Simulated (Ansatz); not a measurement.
## Ru interstitial (corundum host)

Computed with PBE, PAW (plane waves to 420 eV; Ansatz, a program for electronic structure). A 2×2×1 supercell of 120 sites was used; the energies come from a 2×2×2 Γ-centred sampling of its zone. Site at the start: void with 3O nearest, no. 1. Finite-size correction: monopole term and site-potential alignment. Dielectric constants: PBE linear response of the host. Host gap at this level: 5.85 eV. These values are not converged in cell size to better than tenths of an eV. PBE underestimates the host's gap, which shifts levels and can delocalise carriers. Spin–orbit coupling is left out. Each state is the lowest found from its start.

Formation energies E_f are given with the Fermi level at the valence-band maximum. Chemical conditions: Al-rich (Δμ(Ru) = -2.21 eV, bounded by Al6Ru (Cmcm); only phases computed here count, gases as isolated molecules at 0 K). Reference phases: Ru: hcp Ru.

The name describes the start; the neighbours show where the atoms ended.

Charges from +2 to −1 were run; one beyond them could lie lower near a band edge.

```json
[
 {"charge": "+2", "moment (μB)": "not spin-polarised", "point group": "C3i", "largest move off a lattice site (Å)": "0.35", "neighbours of the last Ru atom of the defect at the end (Å)": "O 2.06, O 2.06, O 2.06, O 2.06, O 2.06, O 2.06", "image correction with alignment (eV)": "1.41", "E_f, Al-rich (eV)": "4.36", "above the lowest spin state (eV)": "0.00"},
 {"charge": "+2", "moment (μB)": "0.0", "point group": "C3i", "largest move off a lattice site (Å)": "0.35", "neighbours of the last Ru atom of the defect at the end (Å)": "O 2.06, O 2.06, O 2.06, O 2.06, O 2.06, O 2.06", "image correction with alignment (eV)": "1.41", "E_f, Al-rich (eV)": "4.36", "above the lowest spin state (eV)": "0.00"},
 {"charge": "+1", "moment (μB)": "1.0", "point group": "Ci", "largest move off a lattice site (Å)": "0.33", "neighbours of the last Ru atom of the defect at the end (Å)": "O 2.09, O 2.10, O 2.10, O 2.10", "image correction with alignment (eV)": "0.54", "E_f, Al-rich (eV)": "8.53", "above the lowest spin state (eV)": "0.00"},
 {"charge": "+1", "moment (μB)": "1.0", "point group": "Ci", "largest move off a lattice site (Å)": "0.33", "neighbours of the last Ru atom of the defect at the end (Å)": "O 2.09, O 2.10, O 2.10, O 2.10", "image correction with alignment (eV)": "0.54", "E_f, Al-rich (eV)": "8.53", "above the lowest spin state (eV)": "0.00"},
 {"charge": "0", "moment (μB)": "not spin-polarised", "point group": "C1", "largest move off a lattice site (Å)": "0.62", "neighbours of the last Ru atom of the defect at the end (Å)": "O 2.04, O 2.06, O 2.16, O 2.19, Al 2.20, Al 2.33, O 2.38", "image correction with alignment (eV)": "0.00", "E_f, Al-rich (eV)": "13.24", "above the lowest spin state (eV)": "0.00"},
 {"charge": "0", "moment (μB)": "2.0", "point group": "C1", "largest move off a lattice site (Å)": "0.29", "neighbours of the last Ru atom of the defect at the end (Å)": "O 2.21, O 2.22, Al 2.23, Al 2.23, O 2.23, O 2.25, O 2.26, O 2.28 (the shell may go on)", "image correction with alignment (eV)": "0.00", "E_f, Al-rich (eV)": "13.46", "above the lowest spin state (eV)": "0.22"},
 {"charge": "−1", "moment (μB)": "1.0", "point group": "C1", "largest move off a lattice site (Å)": "0.76", "neighbours of the last Ru atom of the defect at the end (Å)": "O 2.08, O 2.17, Al 2.23, O 2.25, Al 2.33, Al 2.36, Al 2.38, O 2.48 (the shell may go on)", "image correction with alignment (eV)": "-0.21", "E_f, Al-rich (eV)": "18.45", "above the lowest spin state (eV)": "0.00"}
]
```

Point groups are those of the whole cell at tolerances of 0.03 and 0.1 Å ("near" where only the looser one holds); none is given for unsettled states.

Starting moments that weren't kept: charge +2 began with 4 μB and ended with 0.0; charge +1 began with 3 μB and ended with 1.0.

Transition levels above the valence-band maximum: ε(+2/+1) = 4.17 eV; ε(+1/0) = 4.71 eV; ε(0/−1) = 5.21 eV. On the lower envelope of the bound states, inside the gap: (+2/+1) at 4.17 eV; (+1/0) at 4.71 eV; (0/−1) at 5.21 eV.

Flagged in the runs: a host whose relaxation on this sampling wasn't shown to rest, a strain field that reaches the edge of the cell.
